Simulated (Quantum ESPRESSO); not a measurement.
A self-consistent single point of MgSi (Cm, 12 atoms in the cell) with Quantum ESPRESSO.

Method: PBEsol, SSSP 1.1.2 efficiency (PBE) pseudopotentials (plane waves; Quantum ESPRESSO).

```yaml
crystal:
  lattice:
    - [5.63085, -1.94351, 0.00000]
    - [5.63085, 1.94351, 0.00000]
    - [-0.35677, 0.00000, 9.84310]
  atoms:
    - { symbol: Mg, position: [0.55393, 0.55393, 0.16536] }
    - { symbol: Mg, position: [0.42447, 0.42447, 0.83275] }
    - { symbol: Mg, position: [0.10025, 0.10025, 0.66889] }
    - { symbol: Mg, position: [0.88343, 0.88343, 0.33988] }
    - { symbol: Mg, position: [0.71884, 0.71884, 0.87781] }
    - { symbol: Mg, position: [0.26410, 0.26410, 0.11511] }
    - { symbol: Si, position: [0.16149, 0.16149, 0.34605] }
    - { symbol: Si, position: [0.82781, 0.82781, 0.63437] }
    - { symbol: Si, position: [0.90230, 0.90230, 0.05488] }
    - { symbol: Si, position: [0.07679, 0.07679, 0.94174] }
    - { symbol: Si, position: [0.43518, 0.43518, 0.54207] }
    - { symbol: Si, position: [0.65064, 0.65064, 0.48118] }
```

Reference input (self-consistent single point, DFT, PBEsol, plane waves, GBRV 1.5 ultrasoft (PBESOL) pseudopotentials): ecutwfc = 40 Ry; ecutrho = 200 Ry; occupations = smearing; smearing = gauss; degauss = 0.0099958 Ry; potentials = {Mg: mg_pbesol_v1.4.uspp.F.UPF, Si: si_pbesol_v1.uspp.F.UPF}; K_POINTS = automatic 5 5 2 0 0 0; conv_thr = 1e-10 Ry. This run's input differs from it in these lines:

```diff
@@ -11,4 +11,4 @@
    ntyp = 2
-   ecutwfc = 40
-   ecutrho = 200
+   ecutwfc = 50
+   ecutrho = 400
    occupations = 'smearing'
@@ -16,2 +16,3 @@
    degauss = 0.0099958
+   input_dft = 'pbesol'
 /
@@ -21,4 +22,4 @@
 ATOMIC_SPECIES
-Mg    24.3050  mg_pbesol_v1.4.uspp.F.UPF
-Si    28.0850  si_pbesol_v1.uspp.F.UPF
+Mg    24.3050  Mg.pbe-n-kjpaw_psl.0.3.0.UPF
+Si    28.0850  Si.pbe-n-rrkjus_psl.1.0.0.UPF
 CELL_PARAMETERS angstrom
```

Log, with long lists cut:

```
     Self-consistent Calculation

     iteration #  1     ecut=    50.00 Ry     beta= 0.70

     Threshold (ethr) on eigenvalues was too large:
     Diagonalizing with lowered threshold

     total energy              =    -264.38457344 Ry
     estimated scf accuracy    <       0.35089594 Ry

     iteration #  2     ecut=    50.00 Ry     beta= 0.70

     total energy              =    -264.43077483 Ry
     estimated scf accuracy    <       0.23786956 Ry

     iteration #  3     ecut=    50.00 Ry     beta= 0.70

     total energy              =    -264.43925745 Ry
     estimated scf accuracy    <       0.51847547 Ry

   [... 10 blocks of this kind left out ...]

     iteration # 14     ecut=    50.00 Ry     beta= 0.70

     total energy              =    -264.50443389 Ry
     estimated scf accuracy    <          3.6E-10 Ry

     iteration # 15     ecut=    50.00 Ry     beta= 0.70
     End of self-consistent calculation

     the Fermi energy is     6.5294 ev

!    total energy              =    -264.50443389 Ry
     estimated scf accuracy    <          5.4E-11 Ry
     smearing contrib. (-TS)   =      -0.00235452 Ry
     internal energy E=F+TS    =    -264.50207937 Ry

     convergence has been achieved in  15 iterations

     Forces acting on atoms (cartesian axes, Ry/au):

     atom    1 type  1   force =    -0.00202809    0.00000000    0.00299283
     atom    2 type  1   force =    -0.00072684    0.00000000   -0.00210538
     atom    3 type  1   force =     0.00061835    0.00000000   -0.00284142
     atom    4 type  1   force =    -0.00031980    0.00000000    0.00133906
     atom    5 type  1   force =     0.00292966    0.00000000   -0.00411762
   [... lines left out ...]

     Total force =     0.011514     Total SCF correction =     0.000010

          total   stress  (Ry/bohr**3)                   (kbar)     P=       27.36
   0.00014416   0.00000000  -0.00001976           21.21        0.00       -2.91
  -0.00000000   0.00021800   0.00000000           -0.00       32.07        0.00
  -0.00001976   0.00000000   0.00019577           -2.91        0.00       28.80

   JOB DONE.
```

The run converged in 15 iterations. Against the reference run the pressure goes from 2.61 to 2.74 GPa and the largest force hardly changes (0.127 to 0.130 eV/Å).

The starting cell comes from a database of computed structures (which also holds hypothetical and non-ambient phases and stackings), without a prior relaxation at this level. Its lattice was rescaled by a random factor within 2.5 % of one.

Cost on one core of a shared machine: roughly 3 min.
